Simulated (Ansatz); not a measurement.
Pt on the 1x1 (111) surface of fcc Ni, ferromagnetic, one in a 2x2 cell, energies for each (21.5 Å²). Energies are against an atom of fcc Pt, without zero-point or thermal terms; each row is named by its start. No converged result for: 3 more starts.

All values below come from PBE (plane waves to 420 eV, PAW; Ansatz, an electronic-structure program).

Model: 17-atom slab, 6.0 Å thick at the start under the adsorbate (thin: gaps and levels are the slab's own), 7x7x1 mesh, Fermi-Dirac 0.1 eV, dipole correction, 8 atoms held, the rest relaxed; each run with such symmetry as its start has; spin-polarised, no spin-orbit, no U, no dispersion correction.

A negative adsorption energy means that the adsorbate is more stable on the surface than in its reference. Heights count from the host atoms within 0.3 Å of the top one.

```json
[
 {"starting site": "top Ni", "E_ads (eV)": "1.80", "height (Å)": "1.76", "nearest host atom (Å)": "Ni 2.25", "bonded to": "Ni", "Δ work function (eV)": "-0.40", "lateral drift (Å)": "0.0", "moment (μB)": "11.4"},
 {"starting site": "hollow Ni-Ni-Ni over Ni at depth 2.0 Å", "E_ads (eV)": "?", "height (Å)": "1.90", "nearest host atom (Å)": "Ni 2.42", "bonded to": "3 Ni", "Δ work function (eV)": "-0.63", "lateral drift (Å)": "0.0", "moment (μB)": "11.3"},
 {"starting site": "hollow Ni-Ni-Ni over Ni at depth 4.0 Å", "E_ads (eV)": "?", "height (Å)": "1.90", "nearest host atom (Å)": "Ni 2.42", "bonded to": "3 Ni", "Δ work function (eV)": "-0.64", "lateral drift (Å)": "0.0", "moment (μB)": "11.2"}
]
```

**Question.** What belongs in the gaps?

**Answer.** 
- hollow Ni-Ni-Ni over Ni at depth 2.0 Å, E_ads (eV): 1.01
- hollow Ni-Ni-Ni over Ni at depth 4.0 Å, E_ads (eV): 0.98
